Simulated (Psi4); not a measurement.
Psi4 1.11, HF/def2-svp: Mg(OH)(SH)(OH2)2 ([OH][Mg](<-[OH2])(<-[OH2])[SH]), 11 atoms. The geometry is a generated start, not checked to be a minimum at this level.

* **task**: energy
* **method**: scf
* **basis**: def2-svp
* **memory**: 3 GB
* **maxiter**: 100
* **keys of the molecule block**: symmetry c1
* **scf_type**: df (default)
* **scf_initial_accelerator**: adiis (default)
* **e_convergence**: 1e-06 (default)
* **d_convergence**: 1e-06 (default)
* **basis functions**: 108

```xyz
11

Mg     0.3127     0.0824    -0.3210
O      1.6562    -0.9863    -0.0720
H      2.5357    -1.2693    -0.2899
S     -0.0858     1.7641     1.3095
H      1.1609     1.7404     1.7463
O     -0.9478     0.9098    -1.5682
H     -1.6039     0.9969    -2.2661
H     -1.1822     1.5114    -0.8474
O     -0.8736    -1.5251     0.4802
H     -1.0297    -1.4176     1.4234
H      0.0574    -1.8068     0.4053
```

With the defaults (damping_percentage = 0, diis_max_vecs = 10, guess = auto, which took SAD, diis_start = 1, soscf = false, soscf_start_convergence = 0.01) it converges in 8 SCF iterations. One run each on 2 threads, with these changes:
- damping_percentage = 60
- guess = sadno
- diis_start = 4
- diis_max_vecs = 3
- diis_max_vecs = 20
- soscf = true, soscf_start_convergence = 0.001
- diis_max_vecs = 6
- soscf = true
- guess = gwh

Q: Which runs fail or end elsewhere than the default run?

A: No convergence: damping_percentage = 60 (the run ends without SCF convergence in 100 iterations). The rest reach the solution of the defaults.

```csv
setting,SCF iterations,JK calls,end
soscf = true,5,16,same solution
"soscf = true, soscf_start_convergence = 0.001",6,17,same solution
the defaults,8,9,same solution
diis_max_vecs = 6,8,9,same solution
diis_max_vecs = 20,8,9,same solution
guess = sadno,9,9,same solution
diis_start = 4,9,10,same solution
guess = gwh,10,10,same solution
diis_max_vecs = 3,11,12,same solution
damping_percentage = 60,100,101,no convergence
```

An SOSCF iteration holds several JK calls; a Hückel guess adds calls on atoms.
